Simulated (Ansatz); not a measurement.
Defect: interstitial Na in bixbyite In2O3, charge state +1. All values below come from PBE, PAW (plane waves to 420 eV; Ansatz, a first-principles code).

Settings: 80 host sites, the relaxed PBE lattice, one k-point at (0.250, 0.250, 0.250), smearing 0.01 eV, spin-restricted, no image-charge correction. Static, classical nuclei. The charge state is imposed; whether it is stable for some Fermi level was not computed. Sites that were not tried may lie lower.

Barriers: single points on a 2×2×2 k-point mesh shifted by half a step at the bands' geometries.

A. one Na atom jumps by itself; the atom moves 2.18 Å along (-0.12, 0.13, 0.12) of the unit cell; the moving atom starts with neighbours 3 In at 2.62, In at 2.63; 3 O at 2.30, 3 O at 2.35 Å and ends with In at 2.55; 2 O at 2.04, 2 O at 2.19, 2 O at 2.57 Å; saddle order not checked.
B. one Na atom jumps by itself; the atom moves 2.15 Å along (-0.12, -0.12, -0.12) of the unit cell; the moving atom starts with neighbours 3 In at 2.62, In at 2.63; 3 O at 2.30, 3 O at 2.35 Å and ends with 6 In at 2.73; 6 O at 2.27 Å; saddle order not checked, on a symmetry element.

A band can be held on a symmetry element, so unchecked saddle points there may be too high.

Problem. Rank these by forward barrier (lowest first), as PBE, PAW gives it.

Solution. B (0.59 eV), A (1.02 eV)
